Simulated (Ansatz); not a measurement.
**KBr, response to strain**

The reference is KBr in the rock salt structure (space group Fm-3m, No. 225; a = 6.5491 Å).

Strains are applied to the cell and any free atomic positions relax.

The values are results of PBEsol (Ansatz, an electronic-structure program, PAW, no SOC), not measurements.

Candidates:
(a) isotropic strain +3.00 %
(b) isotropic strain −2.50 %
(c) isotropic strain +0.50 %

Base values:

The band gap comes out as 4.34 eV.

Question: Order them by band gap, lowest first.

Answer: (a) isotropic strain +3.00 % (4.13 eV), (c) isotropic strain +0.50 % (4.30 eV), (b) isotropic strain −2.50 % (4.54 eV)

Whether these cells are dynamically stable was not tested.
